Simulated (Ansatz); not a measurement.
An Ansatz (a first-principles code) run: BaF2 with a change (uniaxial stress, 3 GPa compression along x); PBEsol in Ansatz (plane waves to 420 eV, PAW, scalar-relativistic without spin-orbit coupling).

Input:

Ansatz 0.2 input:
```yaml
crystal:
  lattice:
    - [0, 3.0687098171, 3.0687098171]
    - [3.0687098171, 0, 3.0687098171]
    - [3.0687098171, 3.0687098171, 0]
  atoms:
    - { symbol: Ba, position: [0, 0, 0] }
    - { symbol: F, position: [0.25, 0.25, 0.25] }
    - { symbol: F, position: [0.75, 0.75, 0.75] }
basis: { ecutwfc: 420, ecutrho_ratio: 4, xc_grid: 2, fft_grid_basis: typed }
kpoints: { mp_grid: { grid: [9, 9, 9] } }
hamiltonian:
  xc: pbesol
  dispersion: none
  pseudopotentials: { kind: paw }
scf: { occupations: { method: fermi_dirac, width: 0.05 } }
relax: { f_tol: 0.005, max_steps: 50, cell: { stress_tol: 0.01, sigma_target: [3, 0, 0, 0, 0, 0] } }
output: { forces: true, stress: true }
checkpoint: { write: state.ck, write_every: 1000 }
```

Output (explanatory and most iteration lines left out):

```
Relaxation: its limit of steps is 50 (relax.max_steps)
Pseudopotential: Ba, paw, valence charge 10
Pseudopotential: F, paw, valence charge 7
Crystal: 3 atoms, lattice volume = 57.796 Å³
Basis set: ecut = 420 eV, 1139 PW (Γ), exchange–correlation on 60×60×60 points (8 copies of the dense FFT grid, shifted against one another)
Bands: 16, of which v1, the nominal top of the filled ones, is band 12 counted from 1 (11 counted from 0)
Symmetry: 16 space group operations
k-points: 75 of 729
Functional: x = pbesol(κ = 0.804, μ = 0.12345679012345678), c = pbesol(β = 0.046)
SCF iter   1: F=—  HF=-7469.635493 eV  |F-HF|=—  |Δ(HF+E_count)|=         —  Δρ=1.23e-2  dr2=5.62e-2  ethr=1.77e-3  ⟨swp⟩=7.5  Hψ=8344  notcnv=0
SCF iter   2: F=—  HF=-7469.624184 eV  |F-HF|=—  |Δ(HF+E_count)|=   1.13e-2  Δρ=6.96e-3  dr2=1.71e-2  ethr=2.34e-4  ⟨swp⟩=3.0  Hψ=3042  notcnv=0
SCF 1 converged in 6 iterations: F = -7469.619390 eV  dr2 = 9.81e-9
relax step   1: F+E_penalty+E_count = -7469.61938979 eV  Δ(F+E_penalty+E_count) = +0.000e0 eV  max|allowed force component| = 5.551e-17 eV/Å  Δτ_max = 0.0000 Å  P = -0.001 GPa  Ω = 57.796 Å³  (6 SCF iters, dr2 threshold 1.00e-7 eV, accepted)
[... steps on the carried basis left out ...]
relax step   9: F+E_penalty+E_count = -7469.59492682 eV  Δ(F+E_penalty+E_count) = +1.352e-5 eV  max|allowed force component| = 4.163e-17 eV/Å  Δτ_max = 0.0000 Å  P = +1.000 GPa  Ω = 56.822 Å³  stress off target by 2.46e-3 GPa  SCF on the basis re-selected at this cell (its energy is not comparable with the rows above)  (7 SCF iters)
SCF converged after 7 iterations
Free energy (F): -7469.594927 eV
Internal energy: -7469.594927 eV  (E = F + TS)
E sigma→0 (E₀):  -7469.594927 eV
Fermi energy:    7.051105 eV
--- Forces (eV/Å), atoms counted from 1 ---
  atom   1  Ba     0.00000000     0.00000000     0.00000000
  atom   2  F      0.00000000    -0.00000000     0.00000000
  atom   3  F     -0.00000000     0.00000000    -0.00000000
--- Stress (GPa, compression-positive) ---
        2.997537       0.000000       0.000000
        0.000000       0.000488      -0.000000
        0.000000      -0.000000       0.000488
  P = ⅓ Tr σ = 0.9995 GPa (9.995 kbar)
--- Relaxed structure (6 steps of the walk, 6 accepted, 3 SCFs on fresh bases) ---
  cell:  # Å, volume = 56.8218 Å³
    - [5.35014063454037e-34, 3.1129451466380185, 3.1129451466380185]
    - [2.9318543714258847, 7.643058049343386e-35, 3.1129451466380185]
    - [2.9318543714258847, 3.1129451466380185, 4.203681927138862e-34]
  atoms:
    - { symbol: Ba, position: [-2.2222481000223354e-34, -1.3851383238934895e-34, 8.621362428953576e-35] }
    - { symbol: F, position: [0.25, 0.25, 0.25] }
    - { symbol: F, position: [0.75, 0.75, 0.75] }
```

Load acts through the strain it causes; cell and atoms are relaxed under it. sigma_target is in GPa, compression positive, in the order xx, yy, zz, yz, xz, xy. Beyond what the load breaks, stability against distortions was not tested. The cell was made from BaF2 in the fluorite structure (space group Fm-3m, No. 225) by this change: uniaxial stress, 3 GPa compression along x.
